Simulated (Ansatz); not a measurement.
A user runs Ansatz (a program for electronic structure) on Cs₂InBiI₆ (Fm-3m, 10 atoms in the cell) and asks whether the run is sound. The aim is a self-consistent single point with DFT, PBEsol, plane waves, default PAW files made with PBE.

Cell that was meant: a = 9.1934 Å, b = 9.1934 Å, c = 9.1934 Å, α = 60.00°, β = 60.00°, γ = 60.00°.

Part of the input:

Ansatz 0.2 input:
```yaml
    - { symbol: I, position: [0.755960, 0.244040, 0.755960] }
    - { symbol: I, position: [0.244040, 0.244040, 0.755960] }
    - { symbol: I, position: [0.755960, 0.755960, 0.244040] }
basis:
  ecutwfc: 40
kpoints:
  mp_grid: { grid: [3, 3, 3] }
hamiltonian:
```

The program printed (abridged):

```
   [... lines left out ...]
PAW frozen core: I, regenerated for the run's functional, and the local potential with it
Initial density: superposition of atomic densities (neutral atoms: chi_scale 0, normalization atom), corrected by the library's trained network
Initial wavefunctions: pseudopotential atomic-orbital guess
Eigensolver: davidson
Functional: x = pbesol(κ = 0.804, μ = 0.12345679012345678), c = pbesol(β = 0.046)
SCF iter   1: F=—  HF=-69836.901517 eV  |F-HF|=—  |Δ(HF+E_count)|=         —  Δρ=1.03e0  dr2=7.15e3  ethr=1.77e-3  ⟨swp⟩=1.0  Hψ=1285  notcnv=0
all-band conjugate gradients solve this SCF's bands
preconditioner: auto → LDOS
SCF iter   2: F=—  HF=-65489.231984 eV  |F-HF|=—  |Δ(HF+E_count)|=    4.35e3  Δρ=8.09e-2  dr2=1.21e2  ethr=1.77e-3  ⟨swp⟩=8.5  Hψ=3147  notcnv=0  defer=29
   [... lines left out ...]
SCF iter  10: F=—  HF=-65444.521756 eV  |F-HF|=—  |Δ(HF+E_count)|=   5.97e-6  Δρ=2.97e-5  dr2=1.92e-5  ethr=1.52e-8  ⟨swp⟩=1.5  Hψ=357  notcnv=0  defer=23
SCF iter  11: F=—  HF=-65444.521753 eV  |F-HF|=—  |Δ(HF+E_count)|=   2.54e-6  Δρ=5.18e-6  dr2=5.91e-7  ethr=1.29e-8  ⟨swp⟩=2.0  Hψ=375  notcnv=0  defer=23
SCF iter  12: F=-65444.521753 eV  HF=-65444.521753 eV  |F-HF|=2.12e-9  |Δ(HF+E_count)|=   2.13e-8  Δρ=3.17e-7  dr2=2.69e-9  ethr=6.76e-11  ⟨swp⟩=21.8  Hψ=1734  notcnv=0
SCF 1 converged in 12 iterations: F = -65444.521753 eV  dr2 = 2.69e-9
Free energy (F): -65444.521753 eV
Internal energy: -65444.506637 eV  (E = F + TS)
E sigma→0 (E₀):  -65444.514195 eV
Entropy (-TS):   -0.015116 eV (-1.512 meV/atom)
Fermi energy:    8.536087 eV
--- Forces (eV/Å), atoms counted from 1 ---
  atom   1  Cs     0.00000000     0.00000000     0.00000000
  atom   2  Cs     0.00000000    -0.00000000    -0.00000000
  atom   3  In    -0.00000000     0.00000000     0.00000000
  atom   4  Bi     0.00000000     0.00000000    -0.00000000
  atom   5  I     -4.03911821     0.00000000    -0.00000000
  atom   6  I      4.03911821    -0.00000000    -0.00000000
  atom   7  I     -0.00000000    -4.03911821     0.00000000
   [... lines left out ...]
  atom  10  I      0.00000000    -0.00000000     4.03911821
--- Stress (GPa, compression-positive) ---
      -76.721537       0.000000       0.000000
        0.000000     -76.721537      -0.000000
       -0.000000       0.000000     -76.721537
  P = ⅓ Tr σ = -76.7215 GPa (-767.215 kbar)
  The stress holds the Pulay correction. Without it, at fixed plane waves, as pw.x and ABINIT print it: P = -793.6419 GPa
```

Problem. Can these results be used? Check the input.

Solution. The run is not sound. The fault is this: a cutoff meant in Ry typed as a bare number, read as eV. A bare number is read in the key's own unit, and eV, Ry (13.6 eV) and Ha (27.2 eV) lie far apart, so the setting ends up far from the one that was meant. To fix it, convert the value to the unit that the key expects. The run converged in 12 iterations without an error; against the sound input the free energy rises by 810 eV/atom, the pressure goes from -1.70 to -76.72 GPa, the largest force goes from 0.240 to 4.039 eV/Å and no clean gap remains on the mesh (levels overlap or are partly filled), against 0.77 eV before. At a fixed set of plane waves, without the program's Pulay estimate, the pressure is -793.64 GPa against -1.72 GPa.

An input that runs soundly differs in these lines (not the only fix; some lines may just follow from the change or write a value another way):
```diff
-basis:
-  ecutwfc: 40
```

With that input, the run converged in 8 iterations: free energy E − TS (on the zero of these files) -73541.2608 eV; top of the valence band (on the code's own zero) 3.47 eV; gap on the k-point mesh 0.77 eV; pressure -1.70 GPa; largest force (vector length) 0.240 eV/Å (DFT, PBEsol, plane waves, default PAW files made with PBE).

On the sound input: the starting cell comes from a database of computed structures (which also holds hypothetical and non-ambient phases and stackings), without a prior relaxation at this level. Its lattice was rescaled by a random factor within 2.5 % of one. Spin-orbit coupling is off. Ansatz's pressure includes its estimate of the finite-basis (Pulay) stress.
